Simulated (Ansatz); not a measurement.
Take TiAl (space group P4/mmm, No. 123; relaxed with 0.1 eV smearing) as the base.

```
CELL_PARAMETERS angstrom
      2.82407     0.00000     0.00000
      0.00000     2.82407     0.00000
      0.00000     0.00000     4.07475
ATOMIC_POSITIONS crystal
  Ti 0.00000 0.00000 0.00000
  Al 0.50000 0.50000 0.50000
```

The values are results of plane-wave PAW DFT at the PBE level (Ansatz, an electronic-structure program, 420 eV), no SOC, not measurements.

Strains are applied to the cell and any free atomic positions relax.

One change was made to it. Results:

The pressure (mean of the normal stresses, compression positive) goes from zero to -7.2 GPa; the energy grows by 30 meV/atom.

Which change produced these results?
(A) isotropic strain +2.50 %
(B) isotropic strain +3.00 %
(C) isotropic strain +0.50 %

A, isotropic strain +2.50 %. For comparison, the energy relative to the base in the other runs: isotropic strain +3.00 % gives +43 meV/atom; isotropic strain +0.50 % gives +1.3 meV/atom.

Whether these cells are dynamically stable was not tested. The final runs are not spin-polarised.
